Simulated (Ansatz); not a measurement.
Equilibrium lattice constant a of BeS (model structure, started from the rocksalt type, Fm-3m, No. 225, 2 atoms in the cell) at several levels of theory

No measured value is used here.

```
level (code)           value (Å)
---------------------  ---------
LDA (Ansatz)               4.556
PBE (Ansatz)               4.629
PBEsol (Ansatz)            4.590
PBE-D3(BJ) (Ansatz)        4.565
r²SCAN (Ansatz)            4.634
r²SCAN+rVV10 (Ansatz)      4.625
```

Cutoffs differ between the levels. Ansatz's density-functional and Hartree–Fock values are scalar-relativistic unless marked +SOC, with PAW data made under PBE.

A model structure was made by putting elements into a prototype or built by hand; it is no filed structure, need not be a known phase, and can be a saddle point held by its symmetry.

Ansatz is a quantum-chemistry and plane-wave program.
